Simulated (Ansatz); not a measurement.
AlB2-type MgB2, treated with RPBE in Ansatz (PAW).

Run with plane-wave cutoff 520 eV, 18×18×12 k mesh (along the axes of the cell as run), Fermi–Dirac smearing 0.1 eV, perturbation theory, scalar-relativistic PAW data made under PBE.

Computed at the level's own relaxed cell.

```xyz
3
Lattice="3.0950 0.0000 0.0000 -1.5475 2.6804 0.0000 0.0000 0.0000 3.5620" Properties=species:S:1:pos:R:3 pbc="T T T"
Mg     0.0000     0.0000     0.0000
B      1.5475     0.8935     1.7810
B      0.0000     1.7869     1.7810
```

Harmonic phonon frequencies (cm⁻¹; i marks an imaginary mode):

| q point | frequencies |
|---|---|
| Γ | 0 0 0 324 324 389 561 561 676 |
| M | 248 254 328 416 452 491 703 709 740 |
| K | 259 292 292 434 434 641 687 687 744 |

No imaginary mode appears at these points.

Ansatz is a first-principles code.
